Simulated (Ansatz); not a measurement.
Base system: ZrB$_{2}$ (space group P6/mmm, No. 191; relaxed with 0.1 eV smearing).

```
ZrB2
1.0
    3.15522     0.00000     0.00000
   -1.57761     2.73250     0.00000
    0.00000     0.00000     3.50621
Zr B
1 2
Direct
  0.00000   0.00000   0.00000
  0.66667   0.33333   0.50000
  0.33333   0.66667   0.50000
```

Cartesian axes are those of the cell as printed.

All numbers come from Ansatz (a quantum-chemistry and plane-wave program) PBEsol, no SOC.

Base values:

```
Item                            Result
-----------------------------  -------
Pressure                       0.0 GPa
Band gap                          zero
Shortest interatomic distance  1.822 Å
```

It is then changed as follows: the cell is stretched by 1.00 % along x with no lateral relaxation, atoms relaxed at fixed cell.

What happens to the energy relative to the base, pressure, band gap and shortest interatomic distance?

The energy grows by 1.8 meV/atom; the pressure (mean of the normal stresses, compression positive) goes from zero to -2.5 GPa; the band gap is still zero; the shortest interatomic distance is nearly the same (1.822 Å against 1.820 Å).

The cells carry an imposed strain or load. Stability against distortions was not tested. All final runs are without spin polarisation.
